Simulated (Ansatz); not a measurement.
Ansatz (a quantum-chemistry and plane-wave program) run on MgTiF6 (P1, 8 atoms in the cell): self-consistent single point.

Method: LDA (PW92), default PAW files made with PBE (plane waves; Ansatz).

The change in words: 1 x 1 x 1 supercell, one F atom moved by 0.02 angstrom along z; scf.occupations.method: fixed → fermi_dirac; scf.occupations.width: default → 0.05 eV. Reference geometry:
```
MgTiF6
1.0
    2.61611     1.51041     4.45784
   -2.61611     1.51041     4.45784
    0.00000    -3.02082     4.45784
Mg Ti F
1 1 6
Cartesian
  0.00000   0.00000   6.68676
  0.00000   0.00000   0.00000
 -0.44693   1.55508   7.82943
  0.44693  -1.55508   5.54410
 -1.12328  -1.16459   7.82943
  1.12328   1.16459   5.54410
  1.57020  -0.39049   7.82943
 -1.57020   0.39049   5.54410
```

Reference input (self-consistent single point, DFT, LDA (PW92), plane waves, default PAW files made with PBE): basis.ecutwfc = 420 eV; kpoints.mp_grid.grid = 6 6 6; hamiltonian.xc = lda; hamiltonian.pseudopotentials = {kind: paw} (the program's default PAW files); scf.occupations.method = fixed. This run's input differs from it in these lines:

Ansatz 0.2 input:
```diff
@@ -12,3 +12,3 @@
     - { symbol: F, position: [0.757750, 0.328380, 0.157543] }
-    - { symbol: F, position: [0.842457, 0.242250, 0.671620] }
+    - { symbol: F, position: [0.843952, 0.243745, 0.673115] }
     - { symbol: F, position: [0.157543, 0.757750, 0.328380] }
@@ -22,3 +22,3 @@
 scf:
-  occupations: { method: fixed }
+  occupations: { method: fermi_dirac, width: 0.05 }
 output:
```

Output (repeated stretches shortened):

```
SCF iter   1: F=—  HF=-9125.749806 eV  |F-HF|=—  |Δ(HF+E_count)|=         —  Δρ=2.16e-2  dr2=3.76e-1  ethr=1.77e-3  ⟨swp⟩=6.3  Hψ=18228  notcnv=0  defer=23
all-band conjugate gradients solve this SCF's bands
preconditioner: auto → Resta (q_TF=auto, 2.509 Å⁻¹)
SCF iter   2: F=—  HF=-9125.665030 eV  |F-HF|=—  |Δ(HF+E_count)|=   8.48e-2  Δρ=8.84e-3  dr2=6.28e-2  ethr=5.88e-4  ⟨swp⟩=2.0  Hψ=8264  notcnv=0  defer=295
   [... lines left out ...]
SCF iter   5: F=—  HF=-9125.649636 eV  |F-HF|=—  |Δ(HF+E_count)|=   9.09e-5  Δρ=1.05e-4  dr2=9.71e-6  ethr=7.83e-7  ⟨swp⟩=2.9  Hψ=6704  notcnv=0  defer=295
SCF iter   6: F=—  HF=-9125.649639 eV  |F-HF|=—  |Δ(HF+E_count)|=   3.36e-6  Δρ=4.82e-5  dr2=1.62e-6  ethr=1.52e-8  ⟨swp⟩=2.0  Hψ=7694  notcnv=0  defer=295
SCF iter   7: F=—  HF=-9125.649640 eV  |F-HF|=—  |Δ(HF+E_count)|=   5.86e-7  Δρ=3.16e-5  dr2=6.57e-7  ethr=2.53e-9  ⟨swp⟩=2.0  Hψ=6861  notcnv=0  defer=295
SCF iter   8: F=-9125.649640 eV  HF=-9125.649640 eV  |F-HF|=3.56e-8  |Δ(HF+E_count)|=   6.89e-8  Δρ=4.02e-6  dr2=2.03e-8  ethr=1.56e-10  ⟨swp⟩=8.3  Hψ=20624  notcnv=0
SCF 1 converged in 8 iterations: F = -9125.649640 eV  dr2 = 2.03e-8
Free energy (F): -9125.649640 eV
Internal energy: -9125.649640 eV  (E = F + TS)
E sigma→0 (E₀):  -9125.649640 eV
Fermi energy:    2.313745 eV
--- Forces (eV/Å), atoms counted from 1 ---
  atom   1  Mg     0.01223005    -0.00300001     0.00865098
  atom   2  Ti     0.05145965    -0.05077327     0.06682019
  atom   3  F      0.19609331     0.28050049     0.21978465
  atom   4  F     -0.17377275    -0.26993766    -0.19493571
  atom   5  F     -0.33776758     0.02952771     0.21976141
  atom   6  F      0.33562448    -0.05251770    -0.19494202
  atom   7  F      0.05202178    -0.23278175     0.08366292
  atom   8  F     -0.13588458     0.29897793    -0.20879882
--- Stress (GPa, compression-positive) ---
       -5.124628      -0.090027       0.103096
       -0.090028      -5.096893      -0.156544
        0.103096      -0.156544      -5.130238
  P = ⅓ Tr σ = -5.1173 GPa (-51.173 kbar)
  The stress holds the Pulay correction. Without it, at fixed plane waves, as pw.x and ABINIT print it: P = -6.0735 GPa
```

The run converged in 8 iterations. Against the reference run the free energy hardly moves (within 1 meV/atom), the pressure goes from -5.27 to -5.12 GPa, the largest force goes from 0.418 to 0.407 eV/Å and the gap on the mesh goes from 4.738 to 4.751 eV.

The starting cell comes from a database of computed structures (which also holds hypothetical and non-ambient phases and stackings), without a prior relaxation at this level. Its lattice was rescaled by up to half a per cent. For this run, on top of that: 1 x 1 x 1 supercell, one F atom moved by 0.02 angstrom along z. With a pressure of about -5 GPa the cell is away from its equilibrium volume at this level. Ansatz's pressure includes its estimate of the finite-basis (Pulay) stress. Without the estimate this run gives -6.07 GPa.

Cost on one core of a shared machine: roughly 40 s.
